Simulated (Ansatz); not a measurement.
Response to strain in PbSe

Consider PbSe in the rock salt structure (space group Fm-3m, No. 225; a = 6.178 Å). Axes: x, y, z lie along the cube axes.

Strains are applied to the cell and any free atomic positions relax; under biaxial strain the out-of-plane vector relaxes too.

All numbers come from r2SCAN (Ansatz, a first-principles code; PAW; 500 eV plane waves; no spin-orbit coupling).

Notes on the quantities. energy relative to the base: free energy F.

```json
[
 {"biaxial strain, plane normal [111], relaxed out of plane (%)": "-2.5", "energy relative to the base (meV/atom)": "8.9"},
 {"biaxial strain, plane normal [111], relaxed out of plane (%)": "-2.08", "energy relative to the base (meV/atom)": "6.1"},
 {"biaxial strain, plane normal [111], relaxed out of plane (%)": "-1.67", "energy relative to the base (meV/atom)": "?"},
 {"biaxial strain, plane normal [111], relaxed out of plane (%)": "-1.25", "energy relative to the base (meV/atom)": "2.2"},
 {"biaxial strain, plane normal [111], relaxed out of plane (%)": "-0.83", "energy relative to the base (meV/atom)": "0.9"},
 {"biaxial strain, plane normal [111], relaxed out of plane (%)": "-0.42", "energy relative to the base (meV/atom)": "0.2"},
 {"biaxial strain, plane normal [111], relaxed out of plane (%)": "0", "energy relative to the base (meV/atom)": "0.0"}
]
```

Question: Fit ΔE = Aε² + Bε³ (ε in %) to the rows shown and predict the withheld row.

Answer: Least squares on the printed values gives A = 1.34 and B = -0.032 meV/atom (largest residual 0.0 meV/atom); this predicts 3.9 meV/atom, and the run gives 3.9 meV/atom, in agreement.

Stability against distortions was not tested.
